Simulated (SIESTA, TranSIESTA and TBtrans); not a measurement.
Run with TranSIESTA and TBtrans (open boundaries, self-consistent; PseudoDojo norm-conserving potentials, scalar-relativistic): Spin polarized, PAO.BasisSize DZP, PAO.EnergyShift 0.15 eV, XC.Authors PBE, Mesh.Cutoff 200 Ry, ElectronicTemperature 300 K, TS.Voltage 0.0 eV, TBT.Elecs.Eta 0.001 eV.

System: Pt chain with one C atom in place of Pt. Leads: straight Pt chain, spacing 2.4 Å. Geometry: 3 atoms about the centre moved by SIESTA (PBE, DZP) to a largest force of 0.03 eV/Å, all others as built, motion along the axis alone.

**Question.** Give the largest eigenchannel transmissions at the Fermi level (four at most) and the total.

**Answer.** Up: 0.97, 0.54, 0.54 (total 2.06); down: 0.97, 0.54, 0.54 (total 2.05). A magnetic start was tried, and the separate lead runs end without a moment. The straight chain is held at its spacing; free chains may zigzag or dimerise. Spin-orbit coupling, left out here, matters for the heavy atoms.
